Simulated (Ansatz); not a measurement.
HfO2 (model structure, started from the 3R-MoS2 type, R3m, No. 160, 3 atoms in the cell): properties by level of theory

```json
[
 {"level (code)": "PBEsol (Ansatz)", "equilibrium lattice constant a (Å)": "3.087", "lattice parameter c (Å)": "___", "cohesive energy (eV/atom)": "___"},
 {"level (code)": "PBE-D3(BJ) (Ansatz)", "equilibrium lattice constant a (Å)": "3.111", "lattice parameter c (Å)": "___", "cohesive energy (eV/atom)": "7.09"},
 {"level (code)": "r²SCAN (Ansatz)", "equilibrium lattice constant a (Å)": "___", "lattice parameter c (Å)": "14.843", "cohesive energy (eV/atom)": "6.94"},
 {"level (code)": "r²SCAN+rVV10 (Ansatz)", "equilibrium lattice constant a (Å)": "3.097", "lattice parameter c (Å)": "___", "cohesive energy (eV/atom)": "7.09"}
]
```

Complete the blanks.


- PBEsol (Ansatz, a quantum-chemistry and plane-wave program), lattice parameter c (Å): 15.374
- PBEsol (Ansatz), cohesive energy (eV/atom): 7.37
- PBE-D3(BJ) (Ansatz), lattice parameter c (Å): 14.462
- r²SCAN (Ansatz), equilibrium lattice constant a (Å): 3.100
- r²SCAN+rVV10 (Ansatz), lattice parameter c (Å): 14.126

Ansatz's density-functional and Hartree–Fock values are scalar-relativistic unless marked +SOC, with PAW data made under PBE.

Free atoms are spin-polarised, in the lowest state found; at levels without +SOC their spin–orbit coupling is left out.

The computed numbers hold no vibrational or temperature effects.

A model structure was made by putting elements into a prototype or built by hand; it is no filed structure, need not be a known phase, and can be a saddle point held by its symmetry.
